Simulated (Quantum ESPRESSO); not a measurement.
# Convergence series on Cs2AgBiBr6 (Fm-3m, 10 atoms in the cell)

```
Cs2AgBiBr6
1.0
    0.00000     5.71083     5.71083
    5.71083     0.00000     5.71083
    5.71083     5.71083     0.00000
Cs Ag Bi Br
2 1 1 6
Direct
  0.75000   0.75000   0.75000
  0.25000   0.25000   0.25000
  0.50000   0.50000   0.50000
  0.00000   0.00000   0.00000
  0.74919   0.25081   0.25081
  0.25081   0.74919   0.74919
  0.25081   0.74919   0.25081
  0.74919   0.25081   0.74919
  0.25081   0.25081   0.74919
  0.74919   0.74919   0.25081
```

Computed with PBE, PseudoDojo standard norm-conserving (PBE) pseudopotentials (plane waves; Quantum ESPRESSO).

The starting cell comes from a database of computed structures (which also holds hypothetical and non-ambient phases and stackings), without a prior relaxation at this level. Its lattice was rescaled by a random factor within 2.5 % of one. Spin-orbit coupling is off.

Held fixed: occupations = smearing; smearing = gauss; degauss = 0.00147 Ry; potentials = {Cs: Cs.upf, Ag: Ag.upf, Bi: Bi.upf, Br: Br.upf}; K_POINTS = automatic 2 2 2 0 0 0; conv_thr = 1e-09 Ry; mixing_beta = 0.5.

ΔF is the free energy per atom less that of the last row (170 Ry).

```tsv
ecutwfc	ΔF (meV/atom)	pressure (GPa)	largest force (eV/Å)	gap on the mesh (eV)	plane waves	iterations
34 Ry	2771.2	-39.00	0.040	1.260	8424	11
42 Ry	814.1	-14.73	0.038	1.298	11618	10
51 Ry	?	-4.24	0.034	1.301	15473	10
59 Ry	45.7	-0.89	0.031	1.297	19339	10
68 Ry	?	0.28	0.030	1.295	23868	10
76 Ry	1.04	0.54	0.030	1.295	28228	10
85 Ry	0.27	0.59	0.030	1.295	33336	10
98 Ry	0.21	0.59	0.030	1.295	41242	10
110 Ry	0.17	0.59	0.030	1.295	48976	10
128 Ry	0.12	0.59	0.030	1.295	61527	10
149 Ry	0.07	0.59	0.030	1.295	77238	10
170 Ry	0.00	0.59	0.030	1.295	94236	10
```

### Question
Fill in the missing entries.

### Answer

- 51 Ry, ΔF (meV/atom): 195.0
- 68 Ry, ΔF (meV/atom): 7.2
